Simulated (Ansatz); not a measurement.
Structures of equal composition on the (111) surface of fcc Ag: one row in 3 of the top plane missing; (√3x√3)R30°, one Ag site of the top plane empty. The slabs share one bottom face, and each structure is named by its start. These are constructed structures in small cells; real faces may alloy, dewet or reconstruct in larger ones, and not all known structures of the face are among them. Slabs of about 12 Å, Fermi-Dirac smearing of 0.1 eV. Bottom of the slabs: a bare face, its two planes held. Relaxed from the named starts with such symmetry as they have, on meshes of like density; energies extrapolated to zero smearing; spin only where a row says so; no spin-orbit coupling, no U. Brackets mark spin-polarised runs, whose order is one that fits the cell. The cells differ, so small differences also carry the error of unlike k-meshes.

The numbers are results of PBE (plane waves to 420 eV, PAW; Ansatz, a program for electronic structure), not measurements.

Problem. Order them by energy per 1x1 cell (lowest first) at the level PBE.

Solution. one row in 3 of the top plane missing (0.00 eV), (√3x√3)R30°, one Ag site of the top plane empty (0.04 eV)
